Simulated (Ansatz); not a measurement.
# CeO2: pressure series

Base system: CeO₂ in the fluorite structure (space group Fm-3m, No. 225; a = 5.464 Å).

Cell and atoms are relaxed at each pressure.

The values are results of PBE (Ansatz, a quantum-chemistry and plane-wave program, PAW, no spin-orbit coupling), earlier PAW set, not measurements.

Notes on the quantities. enthalpy: H = E + PV relative to the base's energy.

| variant | volume per atom | enthalpy | smallest direct gap |
|---|---|---|---|
| base | 13.60 Å³ | – | 1.95 eV |
| pressure −2 GPa | 13.76 Å³ | -0.17 eV/atom | 1.91 eV |
| pressure −1 GPa | 13.68 Å³ | -0.09 eV/atom | 1.93 eV |
| pressure 0.9 GPa | 13.53 Å³ | +0.08 eV/atom | 1.96 eV |
| pressure 2.1 GPa | 13.44 Å³ | +0.18 eV/atom | 1.98 eV |
| pressure 4.5 GPa | 13.27 Å³ | +0.38 eV/atom | 2.02 eV |
| pressure 9 GPa | 12.98 Å³ | +0.75 eV/atom | 2.09 eV |
| pressure 15 GPa | 12.64 Å³ | +1.23 eV/atom | 2.17 eV |
| pressure 22.5 GPa | 12.27 Å³ | +1.81 eV/atom | 2.27 eV |
| pressure 30 GPa | 11.94 Å³ | +2.37 eV/atom | 2.35 eV |

Load acts through the strain it causes; cell and atoms are relaxed under it. Whether these cells are dynamically stable was not tested. Competing high-pressure phases were not computed. Seeded moments were not kept for the base. The final runs are not spin-polarised.
